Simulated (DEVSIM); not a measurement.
## abrupt GaSb n-p junction

Device: abrupt GaSb n-p junction, at 250 K.

```csv
layer (left to right),material,thickness (μm),Nd (cm⁻³),Na (cm⁻³),τn (s),τp (s)
1,GaSb,42.0,3.4e16,-,3.7e-9,3.7e-9
2,GaSb,0.490,-,1.2e14,3.7e-9,3.7e-9
```

Left contact: ohmic. Right contact: ohmic. Voltage is applied to the left contact. Recombination: SRH at mid-gap, radiative, Auger. Mobility is constant in doping.

This is a model device: material constants are rounded textbook-type values typed into the input, and sizes, dopings and lifetimes were drawn at random. Values at 300 K; Nc and Nv go as T^1.5, mobilities as T to minus their exponent, the gap by Varshni's rule with the affinity fixed.

```csv
parameter,GaSb
gap (eV),0.726
affinity (eV),4.06
permittivity,15.7
Nc (cm⁻³),2.1e17
Nv (cm⁻³),1.8e19
μn (cm²/Vs),5000
μp (cm²/Vs),850
T exponent of μn,2
T exponent of μp,1.7
B (cm³/s),1e-10
Cn (cm⁶/s),5e-30
Cp (cm⁶/s),5e-30
Varshni α (eV/K),0.00042
Varshni β (K),140
```

Model (solved in DEVSIM): 1D drift-diffusion, Boltzmann statistics, complete ionisation; no tunnelling, impact ionisation, image-force lowering or self-heating.

```
Property                                            Value
---------------------------------------------  ----------
Potential step across the device at zero bias     0.460 V
Largest field in the device at zero bias       11000 V/cm
Dark forward voltage at 1 A/cm²                   0.202 V
Dark forward voltage at 100 A/cm²                 0.335 V
```

Small-signal capacitance in reverse bias (quasi-static):

```csv
V (V),C (nF/cm²)
0.1,27.2
0.25,26.6
0.5,25.9
0.75,25.3
1,24.8
1.5,23.8
2,23.0
2.5,22.2
3.25,21.2
4,20.3
5,19.3
```

Dark reverse current:

```csv
V (V),J (A/cm²)
0.10,0.00022
0.25,0.00029
0.50,0.00040
0.75,0.00050
1.00,0.00059
1.50,0.00078
2.00,0.00095
2.50,0.0011
3.25,0.0014
4.00,0.0016
5.00,0.0019
```
